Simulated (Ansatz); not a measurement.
LaBr3 (P6₃/m, No. 176) was calculated with BLYP (PAW; Ansatz, a program for electronic structure).

Numerical settings: plane-wave cutoff 520 eV, 6×6×8 k mesh (along the axes of the cell as run), Fermi–Dirac smearing 0.01 eV, scalar-relativistic PAW data made under PBE.

Cell (measured lattice):

LaBr3 is taken in the hexagonal space group P6₃/m (No. 176), Pearson symbol hP8. Cell: a = b = 7.965 Å, c = 4.512 Å, α = β = 90.00°, γ = 120.00°. La on 2c has 9 Br at 3.095–3.156 Å. Br on 6h has 3 La at 3.095–3.156 Å (trigonal pyramidal). (Neighbours: up to the widest gap in distance over summed covalent radii, below 1.35, at either atom; cation-cation and far metal-metal contacts left out.)

What does this level give for the band gap and smallest direct gap on the k points sampled?


- band gap: 3.00 eV
- smallest direct gap on the k points sampled: 3.05 eV

Measured, for comparison: band gap 5.9 eV (temperature not stated, no zero-point or thermal correction, literature value; as tabulated in Przystupa et al. (2023), doi:10.3390/ma16145085).

Note: cell and atoms aren't relaxed at this level (largest force component 0.20 eV/Å, pressure 4.0 GPa).

Spin–orbit coupling is not included.

Static lattice: no zero-point or thermal effects.
